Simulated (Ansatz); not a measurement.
We consider MgAlNO (model structure, started from the AlSiCN type, P3m1, No. 156, 4 atoms in the cell), described by PBE0 (plane waves, PAW; Ansatz, an electronic-structure program).

Run with plane-wave cutoff 460 eV, 9×9×6 k mesh (along the axes of the cell as run), Fermi–Dirac smearing 0.01 eV, scalar-relativistic PAW data made under PBE.

Cell (relaxed with PBEsol):

```yaml
crystal:
  lattice:
    - [3.17986, 0.00000, 0.00000]
    - [-1.58993, 2.75384, 0.00000]
    - [0.00000, 0.00000, 5.08311]
  atoms:
    - { symbol: Al, position: [0.33333, 0.66667, 0.50271] }
    - { symbol: Mg, position: [0.66667, 0.33333, 0.00661] }
    - { symbol: O, position: [0.33333, 0.66667, 0.14127] }
    - { symbol: N, position: [0.66667, 0.33333, 0.59940] }
```

### Question
Estimate the band gap that the calculation returns.

### Answer

- band gap = 5.44 eV (on the SCF k mesh)

Note: the relaxation could raise the start's symmetry but not lower it, so the cell can be a saddle point; cell and atoms aren't relaxed at this level (largest force component 0.08 eV/Å, pressure -1.5 GPa).

Cost on a shared machine: about 120 core-seconds (a rough figure).

A model structure was made by putting elements into a prototype or built by hand; it is no filed structure, need not be a known phase, and can be a saddle point held by its symmetry.
